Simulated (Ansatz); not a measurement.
Symmetric slabs, relaxed from ideal cuts in 1x1 cells, of elemental solids: surface energy (J/m²) by functional, in Ansatz (plane waves, PAW). All structures are PBE's; the other columns are single points with references at the same level. No spin-orbit coupling, Hubbard U or dispersion.

```csv
system,PBE,LDA,PBEsol,RPBE,r2SCAN
"hcp Lu (10-13), ideal cut with outer spacing 1.30 Å",1.20,1.39,1.33,___,___
"hcp Cd (21-32), ideal cut with outer spacing 0.63 Å",0.49,0.80,0.71,0.34,0.66
"hcp Os (30-32), ideal cut with outer spacing 0.75 Å",3.56,4.13,3.99,3.33,3.83
"fcc Ir (320), ideal cut with outer spacing 0.54 Å",2.98,3.62,3.45,2.72,3.24
"bcc K (310), ideal cut with outer spacing 1.67 Å",0.12,0.15,0.13,0.10,0.13
"fcc Pt (311), ideal cut with outer spacing 1.20 Å",1.81,2.42,2.24,1.55,___
"fcc Ir (321), ideal cut with outer spacing 0.52 Å",2.87,3.51,3.34,2.61,3.13
"tetragonal indium (213), ideal cut with outer spacing 1.11 Å",0.35,0.52,0.47,0.25,0.38
"hcp Tl (21-32), ideal cut with outer spacing 0.36 Å",0.29,0.47,0.40,___,0.37
"hcp Lu (30-32), ideal cut with outer spacing 0.95 Å",1.11,1.25,1.22,___,1.22
"bcc Fe, ferromagnetic (310), ideal cut with outer spacing 0.90 Å",2.60,3.41,3.07,2.25,–
"hcp Re (31-40), ideal cut with outer spacing 0.22 Å",3.33,___,3.74,3.11,3.50
```

**Question.** Some entries are withheld; supply them.

**Answer.** 
- hcp Lu (10-13), ideal cut with outer spacing 1.30 Å, RPBE: 1.10
- hcp Lu (10-13), ideal cut with outer spacing 1.30 Å, r2SCAN: 1.31
- fcc Pt (311), ideal cut with outer spacing 1.20 Å, r2SCAN: 2.02
- hcp Tl (21-32), ideal cut with outer spacing 0.36 Å, RPBE: 0.19
- hcp Lu (30-32), ideal cut with outer spacing 0.95 Å, RPBE: 1.03
- hcp Re (31-40), ideal cut with outer spacing 0.22 Å, LDA: 3.85

The rows are a random draw from the class, without slabs that broke up, higher cuts of a face and adsorbates that left their site. Mean shift from PBE over these rows: LDA 0.40 J/m² (from 0.03 to 0.81, 12 rows); PBEsol 0.28 J/m² (from 0.01 to 0.47, 12 rows); RPBE -0.18 J/m² (from -0.36 to -0.02, 12 rows); r2SCAN 0.15 J/m² (from 0.01 to 0.27, 11 rows).

Ansatz is a first-principles code.
